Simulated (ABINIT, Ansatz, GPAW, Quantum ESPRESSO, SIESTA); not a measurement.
## Code comparison for TaN (P6/mmm, 6 atoms in the cell)

Self-consistent single point, at a second geometry (lattice scaled by 0.98). First geometry:

```xyz
6
Lattice="5.2768 0.0000 0.0000 -2.6384 4.5699 0.0000 0.0000 0.0000 2.9389" Properties=species:S:1:pos:R:3 pbc="T T T"
Ta     0.0000     0.0000     0.0000
Ta     2.6384     1.5233     1.4695
Ta     0.0000     3.0466     1.4695
N     -1.3192     2.2849     0.0000
N      2.6384     0.0000     0.0000
N      1.3192     2.2849     0.0000
```

Shared settings, as Ansatz (an electronic-structure program) writes them: kpoints.mp_grid.grid = 6 6 9; scf.occupations.method = gaussian; scf.occupations.width = 0.1 eV. Potentials and cutoffs stand in the table.

```
code                                                                                                                                      model  ΔF from the first geometry (meV/atom)  pressure (GPa)       cutoff
----------------  -----------------------------------------------------------------------------------------------------------------------------  -------------------------------------  --------------  -----------
ABINIT                                                                                       PBEsol, PAW (JTH v2.0 PBE PAW, files made for PBE)                                   -8.8            7.77       707 eV
Ansatz                                                                                                          PBEsol, PAW files made with PBE                                  -12.3            6.79       420 eV
SIESTA            GGA PBEsol, numerical atomic orbitals TZP, PseudoDojo PBEsol standard norm-conserving potentials (rewritten from UPF to PSML)                                   -2.5            9.88  grid 300 Ry
GPAW                                                                                      PBEsol, GPAW PAW datasets PBEsol (made by gpaw-setup)                                  -10.1               –       950 eV
Quantum ESPRESSO                                                                           PBEsol, GBRV 1.5 ultrasoft (PBESOL) pseudopotentials                                   -9.8            6.11        40 Ry
```

For Quantum ESPRESSO (by 1.4 GPa) the energy change implies a higher mean pressure, against the two pressures, than for the other programs: a sign of finite-basis (Pulay) stress.

A dash marks a value that a program does not give, or that is left out as unsure.

On Ansatz's run: spin-orbit coupling is off. Spin polarisation is off.

The spread over the programs that give each value: ΔF from the first geometry within 9.8 meV/atom; pressure within 3.77 GPa.

SIESTA uses small atom-centred bases, whose incompleteness enters pressures, forces and empty levels differently from a plane-wave cutoff. Ansatz's pressure is given at a fixed set of plane waves, as the other plane-wave codes print theirs; with its correction for the finite basis it is 7.06 GPa (the shift of 0.27 GPa shows how far the cutoff is from converged). The pressure of GPAW is left out: its cutoff lies under the one at which its stress was checked. In the pressure, SIESTA (by 3.09) lies more than 1 GPa from the median of the plane-wave programs.

The starting cell comes from a database of computed structures (which also holds hypothetical and non-ambient phases and stackings), without a prior relaxation at this level. Its lattice was rescaled by a random factor within 2.5 % of one. For this run, on top of that: lattice scaled by 0.98.

Left out of this page: Elk and FLEUR (not drawn, or without a comparable value).

Keys are those of Ansatz 0.2.
